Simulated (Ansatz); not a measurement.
Base system: MgTe in the wurtzite structure (space group P6_3mc, No. 186; a = 4.6085 Å, c = 7.5007 Å).

Now apply this change: a hydrostatic pressure of 10 GPa.

Levels (all Ansatz, a quantum-chemistry and plane-wave program, PAW): PBE (420 eV, no SOC); PBE+SOC (420 eV, noncollinear with spin-orbit coupling).

The geometry is relaxed with PBE.

| Quantity | Value |
|---|---|
| PBE gap character | indirect, Γ → M |
| PBE pressure | 100.1 kbar |
| PBE band gap | 3.07 eV |
| PBE width of the top valence band | 1.77 eV |

With PBE+SOC at the same geometry, the gap character remains indirect, Γ → M; the pressure stays essentially unchanged (100.1 kbar against 100.0 kbar); the band gap decreases by 0.28 eV to 2.79 eV; the width of the top valence band increases by 0.09 eV (1.77 eV → 1.86 eV).

Single points use the geometry relaxed with PBE. The spin-orbit shifts are approximate. Spin-orbit coupling, missing from the scalar runs, can matter with Te. Load acts through the strain it causes; cell and atoms are relaxed under it. Stability against distortions was not tested. Tetrahedral semiconductors of this kind turn to denser phases somewhere between about 1 and 50 GPa; those were not computed, so compressed cells here can lie past the real transition.
